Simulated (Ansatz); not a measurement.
Si (diamond structure), Σ5 (310) [001] symmetric tilt. One Ga atom replaces one Si atom in a bicrystal of 48 atoms (one solute to 47 Å² of one boundary, a high coverage); atoms relaxed, cell held. Energies count from the site farthest from both boundaries, which lies only 5.2 Å away; negative means that the solute is drawn to the site. The cell is neutral, and spin is allowed where the electrons are odd. k-points: Γ-centred 3×4×1 mesh; occupations: Fermi-Dirac, 0.050 eV; spin-polarised, moments started parallel. Scalar-relativistic, no spin-orbit coupling.

Sites tried, by distance from the nearest boundary plane (Å): 0.00, 0.85, 0.85, 1.81.

Question: Does Ga segregate by PBE (Ansatz, a program for electronic structure), and with what energy at each site?

Answer: 0.00 Å: 0.00 eV; 0.85 Å: -0.04 eV; 0.85 Å: -0.04 eV; 1.81 Å: 0.07 eV. No site tried binds it by more than 0.05 eV.
